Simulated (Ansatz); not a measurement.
**SrScO2F (model structure, started from the SrVO2H type, P4/mmm, No. 123, 5 atoms in the cell): c axis length by level of theory**

No measured value is used here.

```json
[
 {"level (code)": "LDA (Ansatz)", "value (Å)": "3.974"},
 {"level (code)": "PBEsol (Ansatz)", "value (Å)": "4.026"},
 {"level (code)": "r²SCAN (Ansatz)", "value (Å)": "4.046"}
]
```

Cutoffs differ between the levels. Ansatz's density-functional and Hartree–Fock values are scalar-relativistic unless marked +SOC, with PAW data made under PBE.

A model structure was made by putting elements into a prototype or built by hand; it is no filed structure, need not be a known phase, and can be a saddle point held by its symmetry.

Ansatz is an electronic-structure program.
